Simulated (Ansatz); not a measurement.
Partial pair distribution functions of a relaxed model of amorphous As$_{22}$Te$_{33}$, broadened by 0.06 Å; density 5.26 g/cm³. These are PBE, scalar-relativistic without spin-orbit coupling, PAW (Ansatz default set, large-core Te) (plane waves to 420 eV; Ansatz, an electronic-structure program) values and carry that method's errors.

The cell was made by melting and quenching with the CHGNet potential and then relaxed with DFT. The hot cell started wider than the set density and was brought back towards it in steps. It is the lowest in DFT energy of 4 quenches. It is a model cell: composition and starting density were chosen by hand, and all elements were melted together. No dispersion term was used. Its density started from a set value of 5.26 and ended at 5.26 g/cm³. The simulated quench (nominally 33 K/ps over its main leg) is rapid and tends to freeze in more defects than a deposited or slowly cooled glass has. Values belong to this one cell and scatter from quench to quench. The volume was held where the preparation left it and the shape relaxed, at a PBE pressure of 0.7 GPa. Stress components on the final sampling reach 0.8 GPa. On a 2×2×2 Γ-centred mesh force components of up to 0.29 eV/Å stay, since the relaxation ran on one k-point at (1/4, 1/4, 1/4).

```csv
r (Å),g Te-Te,g As-As
2.25,0.00,0.00
2.35,0.00,0.28
2.45,0.00,5.91
2.55,0.00,10.26
2.65,0.05,1.65
2.75,1.14,0.03
2.85,3.23,0.00
2.95,1.42,0.22
3.05,0.75,0.83
3.15,0.92,0.24
3.25,1.09,0.13
3.35,0.64,0.37
3.45,0.70,0.53
3.55,0.64,2.11
3.65,0.82,2.26
3.75,1.16,2.54
3.85,1.54,3.03
3.95,1.57,1.91
4.05,1.77,0.22
4.15,1.58,0.22
4.25,0.94,0.41
4.35,0.99,0.50
4.45,1.37,0.79
4.55,1.38,0.73
4.65,1.17,0.67
4.75,0.80,0.75
4.85,0.95,0.51
4.95,0.64,0.68
5.05,0.69,0.72
5.15,0.89,0.72
5.25,0.61,0.52
5.35,0.63,0.72
5.45,0.77,1.01
5.55,0.81,1.18
5.65,0.78,1.43
5.75,0.78,1.13
```

Within 3.31 Å each Te has 1.76 Te neighbours on average.
